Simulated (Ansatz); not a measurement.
CdSe (model structure, started from the BeO type, P4₂/mnm, No. 136, 8 atoms in the cell) was calculated with LDA in Ansatz (plane waves, PAW).

Numerical settings: plane-wave cutoff 520 eV, 6×6×8 k mesh (along the axes of the cell as run), Fermi–Dirac smearing 0.01 eV, scalar-relativistic PAW data made under PBE.

Cell (relaxed at this level):

```
CdSe
1.0
    7.31080     0.00000     0.00000
    0.00000     7.31080     0.00000
    0.00000     0.00000     4.27163
Cd Se
4 4
Cartesian
  2.35604   4.95476   0.00000
  4.95476   2.35604   0.00000
  6.01144   6.01144   2.13582
  1.29936   1.29936   2.13582
  2.31871   2.31871   0.00000
  4.99209   4.99209   0.00000
  1.33669   5.97411   2.13582
  5.97411   1.33669   2.13582
```

**Question.** What does this level give for the band gap and bulk modulus B0?

**Answer.** 
- band gap = 0.57 eV (on the SCF k mesh)
- bulk modulus B0 = 51.4 GPa

Note: the bulk modulus is −V dP/dV from two relaxed cells at ±2 % in volume; the relaxation could raise the start's symmetry but not lower it, so the cell can be a saddle point.

Spin–orbit coupling is not included.

Computed values are for the static lattice.

Cost on a shared machine: very roughly 4 core-minutes.

A model structure was made by putting elements into a prototype or built by hand; it is no filed structure, need not be a known phase, and can be a saddle point held by its symmetry.

Ansatz is an electronic-structure program.
